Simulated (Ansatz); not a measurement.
Consider BP in the zinc blende structure (space group F-43m, No. 216).

```
BP
1.0
    0.00000     2.24526     2.24526
    2.24526     0.00000     2.24526
    2.24526     2.24526     0.00000
B P
1 1
Direct
  0.00000   0.00000   0.00000
  0.25000   0.25000   0.25000
```

Cartesian axes are those of the cell as printed.

The values are results of LDA in Ansatz (plane waves to 420 eV, PAW, without spin-orbit coupling), not measurements.

Base values:

- Smallest direct gap = 3.43 eV
- Band gap = 1.14 eV

Perturbation: a pure shear with ε_xy = ε_yx = 0.0029; the atoms relax in the strained cell.

What happens to the smallest direct gap?

The smallest direct gap decreases by 0.08 eV, from 3.43 eV to 3.35 eV.

Estimate the effect on the band gap.

The band gap drops by 0.027 eV to 1.12 eV.

What happens to the stress?

The stress (xx, yy, zz, yz, xz, xy; compression positive) amounts to (0.00, 0.00, -0.01, 0.00, 0.00, -1.13) GPa.

Stability against distortions was not tested.

Ansatz is a first-principles code.
